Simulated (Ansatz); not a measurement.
Worked calculations on one periodic cell of amorphous Ti20O41Li2: Ti20O41Li2, 63 atoms, volume 760.1 Å³, made by a melt-quench on the CHGNet potential and relaxed with DFT. O atoms were pushed apart under 1.9 Å during the dynamics, to hinder bonds among them. It is a model cell: composition and starting density were chosen by hand, and all elements were melted together. Cycles of charging were run to anneal it. All values below come from PBE, scalar-relativistic without spin-orbit coupling (plane waves to 420 eV, PAW; Ansatz, a first-principles code). Sampling: a 2×2×2 Γ-centred mesh; Fermi-Dirac width 0.02 eV; no spin polarisation. Its volume was held where the quench left it, its shape was free, and it stands at a mean pressure of -0.9 GPa with stress components up to 1.0 GPa; the relaxation ran on the zone centre alone. Its density went from a set 3.56 to 3.56 g/cm³. The cell is small and was quenched far faster than a real film, so it is one sample of the glass.

Problem. Count formal charges (Ti +4, O -2, Li +1). What does the count lead one to expect at the Fermi level, and what does the calculation give?

Solution. 20 × (+4) + 41 × (-2) + 2 × (+1) = 0. The charges balance, so the anion-derived valence states can be full and a gap can open. On this mesh the highest filled and lowest empty level lie 2.60 eV apart, the PBE gap of this cell, with a localised state at one edge or both.

Four energies for an added electron at PBE on the zone centre alone (charged cells in a uniform background, spin-polarised): neutral at the neutral geometry -73748.769 eV; charged at the neutral geometry -73739.708 eV; charged and relaxed -73739.778 eV; neutral at the charged geometry -73748.643 eV.

Problem. Find the two relaxation energies and their sum, the reorganisation energy.

Solution. On charging: -73739.708 − (-73739.778) = 0.070 eV. On discharging: -73748.643 − (-73748.769) = 0.126 eV. The sum is 0.196 eV. The carrier's level spreads over 11 of the 63 atoms' worth, so it counts as partly localised, most on one Ti atom with neighbours O 1.89 Å, O 1.91 Å, O 2.01 Å, O 2.01 Å, O 2.04 Å, O 2.05 Å (neutral geometry). The values are uncorrected: the image energy of a point charge in this cell, 2.84 × 14.40 / (2 × 9.1) = 2.2 eV before screening, is screened by electrons alone at the fixed geometry and by ions too after relaxing, and the carrier can be spread before it relaxes, so each term can be off by up to that value times 1/ε∞, some tenths of an eV. PBE's self-interaction favours spread-out carriers, so a hybrid can localise more.

Four energies for a hole at PBE on the zone centre alone (charged cells in a uniform background, spin-polarised): neutral at the neutral geometry -73748.769 eV; charged at the neutral geometry -73755.072 eV; charged and relaxed -73755.429 eV; neutral at the charged geometry -73747.993 eV.

Problem. Find the two relaxation energies and their sum, the reorganisation energy.

Solution. On charging: -73755.072 − (-73755.429) = 0.357 eV. On discharging: -73747.993 − (-73748.769) = 0.776 eV. The sum is 1.133 eV. The carrier's level spreads over 4 of the 63 atoms' worth, so it counts as localised, most on one O atom with neighbours Ti 1.84 Å, Ti 1.96 Å, Ti 2.37 Å (neutral geometry). The values are uncorrected: the image energy of a point charge in this cell, 2.84 × 14.40 / (2 × 9.1) = 2.2 eV before screening, is screened by electrons alone at the fixed geometry and by ions too after relaxing, and the carrier can be spread before it relaxes, so each term can be off by up to that value times 1/ε∞, some tenths of an eV. PBE's self-interaction favours spread-out carriers, so a hybrid can localise more.
